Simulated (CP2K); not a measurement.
**Refining one setting for Ga2O3 (R-3c, 10 atoms in the cell)**

```yaml
crystal:
  lattice:
    - [5.21706, 0.00000, 0.00000]
    - [2.92537, 4.31971, 0.00000]
    - [2.92537, 1.55196, 4.03129]
  atoms:
    - { symbol: Ga, position: [0.85559, 0.85559, 0.85559] }
    - { symbol: Ga, position: [0.14441, 0.14441, 0.14441] }
    - { symbol: Ga, position: [0.64441, 0.64441, 0.64441] }
    - { symbol: Ga, position: [0.35559, 0.35559, 0.35559] }
    - { symbol: O, position: [0.75000, 0.44684, 0.05316] }
    - { symbol: O, position: [0.25000, 0.55316, 0.94684] }
    - { symbol: O, position: [0.05316, 0.75000, 0.44684] }
    - { symbol: O, position: [0.94684, 0.25000, 0.55316] }
    - { symbol: O, position: [0.44684, 0.05316, 0.75000] }
    - { symbol: O, position: [0.55316, 0.94684, 0.25000] }
```

Method of the run: PBE, GPW, DZVP-MOLOPT-SR-GTH basis, GTH-PBE potentials (GTH_POTENTIALS) in CP2K.

The starting cell comes from a database of computed structures (which also holds hypothetical and non-ambient phases and stackings), without a prior relaxation at this level. Its lattice was rescaled by a random factor within 2.5 % of one. Values carry the incompleteness of an atom-centred basis. In the base run, with a pressure of about 29 GPa the cell is away from its equilibrium volume at this level.

Held fixed: REL_CUTOFF = 60 Ry; KPOINTS/SCHEME = MONKHORST-PACK 4 4 4; GAMMA_CENTERED = T; XC_FUNCTIONAL = PBE; Ga/BASIS_SET = DZVP-MOLOPT-SR-GTH-q13; Ga/POTENTIAL = GTH-PBE-q13; O/BASIS_SET = DZVP-MOLOPT-SR-GTH-q6; O/POTENTIAL = GTH-PBE-q6; METHOD = GPW; EPS_DEFAULT = 1e-10; NGRIDS = 5; SCF_GUESS = ATOMIC; EPS_SCF = 1e-07; MAX_SCF = 100; ADDED_MOS = 15; MIXING/METHOD = BROYDEN_MIXING; MIXING/ALPHA = 0.3; MIXING/NBUFFER = 12; MIXING/BETA = 1.5 1/bohr.

ΔF is the free energy per atom less that of the last row (690 Ry).

The series runs over CUTOFF = 240 Ry; 300 Ry; 360 Ry; 420 Ry; 480 Ry; 600 Ry; 690 Ry.

Task: From which setting on does the pressure stay within 0.1 GPa of the last one?

Result: From CUTOFF = 600 Ry on; the one before it is off by 0.23 GPa. Only the last setting checks this, so the series should go further.

Task: From which setting on does the largest force stay within 0.005 eV/Å of the last one?

Result: Only the last setting itself: the one before it still differs by 0.064 eV/Å, so the series does not show convergence to this tolerance.

```csv
CUTOFF,ΔF (meV/atom),pressure (GPa),largest force (eV/Å),gap on the mesh (eV),iterations
240 Ry,-91.6,33.63,0.582,3.479,17
300 Ry,-40.0,32.82,0.442,3.485,18
360 Ry,-40.0,32.82,0.442,3.485,18
420 Ry,-0.68,29.70,0.059,3.483,17
480 Ry,-0.68,29.70,0.059,3.483,17
600 Ry,0.19,29.44,0.043,3.483,17
690 Ry,0.00,29.47,0.106,3.483,17
```

The gap is read on the k-point mesh of the run and can differ from the gap over the whole zone at this level.

Left out of this page: 1 run of the series unsound by tests on forces, stress, charge or solver warnings.
